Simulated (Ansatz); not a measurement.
# A computed series for SiO2: response to strain

The reference is SiO₂ (space group P3_121, No. 152; a = 5.0221 Å, c = 5.5103 Å). Axes: x lies along a and z along c of the hexagonal cell.

Strains are applied to the cell and any free atomic positions relax; under stress the whole cell relaxes.

Calculations: PBE in Ansatz (plane waves to 420 eV, PAW, spin-orbit coupling left out).

Candidates:
(a) isotropic strain +0.60 %
(b) uniaxial stress, 0.5 GPa compression along x
(c) uniaxial stress, 0.5 GPa tension along z

For the base:

- Band gap = 5.68 eV

Task: Order them by band gap, highest first.

Result: (b) uniaxial stress, 0.5 GPa compression along x (5.69 eV), (c) uniaxial stress, 0.5 GPa tension along z (5.67 eV), (a) isotropic strain +0.60 % (5.63 eV)

Beyond what the load breaks, stability against distortions was not tested.

Ansatz is an electronic-structure program.
